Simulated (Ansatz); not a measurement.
Cost and result by functional for the surface energy of the (100) surface of beta Ga2O3 in its 1x1 cell (cut with top plane Ga + 2 O, bottom plane Ga + 2 O), outermost plane spacing 0.12 Å in the ideal cut, in Ansatz (plane waves, PAW). Single points on the PBE structure, on one kind of machine; costs are rough ratios of the slab run's core time (references not counted) to the cheapest single point. r2SCAN's cost holds its higher cutoff (500 against 420 eV). Differences are taken against HSE06 for comparison alone: no measured value is at hand, so the table doesn't rank accuracy. HSE06 ran on a coarser k-mesh, which lowers its cost and carries part of its shift.

Set-up: 30 atoms, Ga12O18, 16.3 Å thick at the start; mesh 8x5x1; 0.025 eV smearing; dipole correction on; all atoms relaxed; symmetry of the start imposed; no spin, no spin-orbit, no U. These notes are the PBE run's.

| functional | relative cost | surface energy (J/m²) | less HSE06 (J/m²) |
|---|---|---|---|
| RPBE | 1 | 0.29 | -0.31 |
| LDA | 1 | 0.82 | 0.22 |
| PBEsol | 1 | 0.64 | 0.04 |
| r2SCAN | 2 | 0.72 | 0.13 |
| HSE06 | 8 | 0.60 | 0.00 |
| PBE (the relaxed run's value) | – | 0.47 | -0.13 |

The values span 0.53 J/m², while the single points' costs differ by a factor of roughly 8. Differences are of unrounded values.

Ansatz is a program for electronic structure.
